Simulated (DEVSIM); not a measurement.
Device: InP p-n junction from an implanted or diffused profile, at 300 K.

Layer 1 from the left is InP, thickness (μm) 8.70, Nd (cm⁻³) 4e16, τn (s) 2.6e-9, τp (s) 2.6e-9.

Added acceptor profile: 1.3e18 cm⁻³ × exp(−(x − 0 μm)²/(2·(0.12 μm)²)). Left contact: ohmic. Right contact: ohmic. Voltage is applied to the left contact. Recombination: SRH at mid-gap, Auger. Mobility is constant in doping.

The device is made up for the run: typed textbook-type constants, with dimensions and the other settings drawn at random. Values at 300 K.

InP: gap (eV) 1.344, affinity (eV) 4.38, permittivity 12.5, Nc (cm⁻³) 5.7e17, Nv (cm⁻³) 1.1e19, μn (cm²/Vs) 5200, μp (cm²/Vs) 170, Cn (cm⁶/s) 9e-31, Cp (cm⁶/s) 9e-31.

Model (solved in DEVSIM): 1D drift-diffusion, Boltzmann statistics, complete ionisation; no tunnelling, impact ionisation, image-force lowering or self-heating.

Q: What does the simulation give for the dark forward voltage at 100 A/cm², the potential step across the device at zero bias?

A: dark forward voltage at 100 A/cm² 1.053 V; potential step across the device at zero bias 1.219 V.
